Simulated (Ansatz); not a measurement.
V_Ga in beta Ga2O3 (start: the Ga(1) site; 120-site cell, 2×2×2 shifted sampling), charge −1. These are PBE, PAW (plane waves to 420 eV; Ansatz, a first-principles code) values and carry that method's errors.

```yaml
total_energy_of_the_defect_cell: -218681.6986 eV
total_energy_of_the_perfect_cell: -222481.4397 eV
"μ(Ga) in alpha gallium, atoms added −1": -3783.0212 eV
"Δμ(Ga), O-rich": -4.556 eV
valence-band maximum on the cell's zero: 7.561 eV
image_correction_with_alignment: 0.368 eV
fermi_level_above_the_maximum: 1.60 eV
```

Q: Work out the formation energy.

A: E_f = E(defect) − E(perfect) − Σ n μ + q (E_VBM + E_F) + E_corr = 3799.741 − (3787.577) + (-9.161) + (0.368) = 3.37 eV.
